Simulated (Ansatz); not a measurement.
# Variants of one calculation on N2 (Im-3m, 1 atom in the cell)

```
CELL_PARAMETERS angstrom
     -1.23856     1.23856     1.23856
      1.23856    -1.23856     1.23856
      1.23856     1.23856    -1.23856
ATOMIC_POSITIONS crystal
  N  0.00000 0.00000 0.00000
```

Base run A: Ansatz (an electronic-structure program) with PBE, self-consistent single point.

Its settings: kpoints.mp_grid.grid = 18 18 18; hamiltonian.xc = pbe; hamiltonian.pseudopotentials = {kind: paw} (the program's default PAW files); scf.occupations.method = cold; scf.occupations.width = 0.1 eV.

The starting cell was generated: these elements placed on a structure prototype, without a prior relaxation; it need not be a known phase or ordering of this composition. In the base run, with a pressure of about -9 GPa the cell is away from its equilibrium volume at this level. Ansatz's pressure includes its estimate of the finite-basis (Pulay) stress.

ΔF is the free energy per atom less that of run A. 

Runs D sample the zone with one or two k-points, far too few for so small a cell.

Run A gave: pressure (GPa) -8.54; k-points 195; valence electrons 5.

Runs:
- B: scf.occupations.width: 0.1 eV → 0.05 eV
- C: kpoints.mp_grid.grid: 18 18 18 → 15 15 15
- D: 2 x 2 x 1 supercell at the zone centre alone; kpoints.mp_grid.grid: 18 18 18 → 1 1 1
- E: scf.convergence.dr2_threshold: default (1e-07 eV) → 0.0001 eV
- F: scf.algorithm: default → direct_min
- G: scf.mixing.preconditioner: default (the program chose none) → kerker; scf.mixing.q_tf: default → 3
- H: scf.mixing.algorithm: default (the program chose MSR1) → anderson; scf.mixing.beta: default → 0.5

Problem. What does run C change against A?

Solution. The free energy goes up by 2.2 meV/atom and the pressure goes from -8.54 to -7.72 GPa.

```tsv
run	ΔF (meV/atom)	pressure (GPa)	k-points	valence electrons
A	0.00	-8.54	195	5
B	0.18	-8.30	195	5
C	2.2	-7.72	120	5
D	-1251.7	-44.49	1	20
E	0.02	-8.49	195	5
F	0.00	-8.54	195	5
G	0.00	-8.54	195	5
H	0.00	-8.54	195	5
```

Keys are those of Ansatz 0.2.
